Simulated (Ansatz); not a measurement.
The reference is GaSb in the zinc blende structure (space group F-43m, No. 216).

```xyz
2
Lattice="0.0000 3.0557 3.0557 3.0557 0.0000 3.0557 3.0557 3.0557 0.0000" Properties=species:S:1:pos:R:3 pbc="T T T"
Ga     0.0000     0.0000     0.0000
Sb     1.5279     1.5279     1.5279
```

Cartesian axes are those of the cell as printed.

All numbers come from PBEsol/PAW in Ansatz (an electronic-structure program), no spin-orbit coupling.

For the base:

| Item | Result |
|---|---|
| Pressure | 0.0 GPa |
| Volume per atom | 28.53 Å³ |

Modification: tensile biaxial strain of 2.08 % in the plane normal to [111], as in epitaxy on a mismatched substrate; the out-of-plane cell vector and the atoms relax.

Problem. Predict the new energy relative to the base, pressure and volume per atom.

Solution. The energy grows by 8.6 meV/atom; the pressure (mean of the normal stresses, compression positive) goes from zero to -1.5 GPa; the volume per atom rises by 0.894 Å³ (28.53 Å³ → 29.43 Å³).

No phonon test of stability was made. All final runs are without spin polarisation.
